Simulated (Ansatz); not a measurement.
**A computed series for TiO2: response to strain**

The parent structure is TiO2 in the rutile structure (space group P4_2/mnm, No. 136; a = 4.5481 Å, c = 2.9171 Å). Axes: x, y, z lie along a, b, c of the conventional cell.

Strains are applied to the cell and any free atomic positions relax; under biaxial strain the out-of-plane vector relaxes too.

All numbers come from DFT with LDA, PAW potentials and a 420 eV plane-wave cutoff in Ansatz (a program for electronic structure), no spin-orbit coupling.

| biaxial strain, plane normal [001], relaxed out of plane (%) | out-of-plane strain (%) |
|---|---|
| -3 | 2.27 |
| -2.4 | 1.77 |
| -1.8 | 1.29 |
| -1.2 | ? |
| -0.6 | 0.41 |
| 0 | 0.00 |

Problem. Fit ε⊥ = −νε + γε² (strains in %) to the rows shown and predict the withheld row.

Solution. Least squares on the printed values gives ν = 0.66 (the biaxial Poisson response) and γ = 0.032 (largest residual 0.00 %); this predicts 0.84 %, and the run gives 0.84 %, in agreement.

Stability against distortions was not tested. All final runs are without spin polarisation.
